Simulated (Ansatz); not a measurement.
A thermal frame of composition TiSi, cell Ti24Si24, held well above this temperature first [in the run: it was liquid; mean temperature 2143 K (target 2000 K); density 3.65 g/cm³], from MD with PBE at 2000 K. Computed with r2SCAN (plane waves, PAW; Ansatz, a first-principles code).

```
Quantity                                           Value
-----------------  -------------------------------------
plane-wave cutoff                                 500 eV
k-points               2x2x2 mesh shifted by half a step
Fermi-Dirac width                               0.172 eV
spin               not polarised; no spin-orbit coupling
```

A check of the k-sampling: on the last frame of the same run a denser mesh moved the PBE forces by 0.007 eV/Å rms, the static pressure by 0.00 GPa and the free energy by 0 meV/atom.

```xyz
48
Lattice="9.3966 0.0000 0.0000 0.0000 9.3966 0.0000 0.0000 0.0000 9.3966" Properties=species:S:1:pos:R:3:forces:R:3 pbc="T T T"
Ti    0.6158    3.1095    7.3664  -0.223  -0.071  -1.747
Ti    2.7834    1.3266    8.1164   1.106   1.153  -2.874
Ti    5.7577   -1.3634    5.1329   0.285   1.722  -0.065
Ti    0.5143    8.2629    3.4793  -2.769  -4.077   0.428
Ti    5.0227    4.4047    1.8855   0.265  -0.063  -2.222
Ti   -1.3938    6.3294    5.2204  -0.409  -1.351   0.613
Ti    3.9202   -1.6085   -1.8936   0.772  -1.518  -0.979
Ti    4.9937   -3.7709    5.4155  -1.398  -0.108   2.224
Ti    8.5015   -0.8500    8.4777   0.424  -0.667  -0.167
Ti    3.4119    2.9160    3.4825   2.656   0.180   1.224
Ti    1.4075   -1.3592    6.7006  -0.980   0.026  -0.577
Ti    1.4946    5.6465    1.8306  -0.716  -0.577   0.820
Ti    4.7336    8.8239    2.5030  -0.291   1.709   0.022
Ti    1.3844    5.5376    5.0526  -0.301  -1.176  -3.241
Ti   11.1245   -1.1373    0.5885  -0.655   1.212  -0.627
Ti    4.5163   -4.8622   -1.2503   0.734   0.887   0.947
Ti    7.6064    2.1839    9.4099  -0.391  -0.930   0.773
Ti   -1.1650   12.4407    5.0917   0.745   0.831   0.512
Ti    9.1633   -3.7696   -1.4512  -0.512   0.705   0.912
Ti   -0.0820    3.9285    0.8511  -0.589  -0.572   0.060
Ti    5.3076    2.4527    6.1542   2.281  -1.194   1.100
Ti    2.9772    1.9129    1.2550  -0.101   0.433  -1.800
Ti    8.8416    1.4404    2.5536   1.352   2.079   1.463
Ti    5.8445    7.4465    0.6064   1.972  -1.264  -1.493
Si    6.6580    6.6620   -1.9853  -1.618   2.518   0.493
Si   17.1510   -0.1361    1.3709  -1.950  -2.233   0.202
Si   11.3546    0.4350    2.9036   2.384   1.471  -0.382
Si   10.0330    0.6103    5.0857  -0.042   1.181   0.976
Si    6.6435    1.3377    4.2612  -0.917  -1.288  -0.815
Si    4.3692   -0.0151   -0.1393  -0.344   0.705   3.217
Si   -1.2387   -0.7280    5.9956   0.623   0.579  -0.697
Si    5.9505    6.2965    3.0699   1.636   1.744   0.557
Si    3.1898    7.6507    4.3020  -0.901   1.204   1.982
Si    1.2868    2.6513    4.2705  -2.024   1.832   0.931
Si    2.2296   -3.8174   -2.2609   1.982   0.315   2.665
Si   -2.5658    4.5740   -0.1127   0.442   1.398   1.544
Si    5.5219    1.9784    1.6655   0.096  -1.002   0.816
Si    3.5882    5.6372    3.3665  -2.175  -1.363  -0.319
Si    6.0057    3.8517    4.2093   0.911  -1.212  -1.802
Si    3.2472    3.4451    6.2420  -2.811   0.414  -0.835
Si   10.0820    1.1899   -0.4033  -2.101  -0.139   1.898
Si    6.2250    9.3144    7.8348  -0.798  -0.001  -1.073
Si    6.8342    4.5089   -2.3706   0.910  -2.996  -2.265
Si    8.5730    6.9717    1.2909   1.117  -0.793  -0.570
Si   -1.5710   11.0313    7.1209   0.011  -0.666  -1.612
Si    2.1737    4.0378   -0.3833   0.288   0.569   1.477
Si    3.5624    6.5780    1.0548   1.265   0.269  -0.959
Si    8.7270    4.8756    3.3089   0.755   0.128  -0.737
```

| Quantity | Result |
|---|---|
| free energy on this k-sampling (the code's own zero, frozen cores included) | -75443.9 eV |
| static pressure (no kinetic part) | -1.08 GPa |
| rms force component | 1.351 eV/Å |
| largest force | 4.95 eV/Å on atom 4 |

Static stress tensor (GPa, compression positive):
```
-1.81   1.28  -0.79
 1.28  -1.72  -0.18
-0.79  -0.18   0.28
```
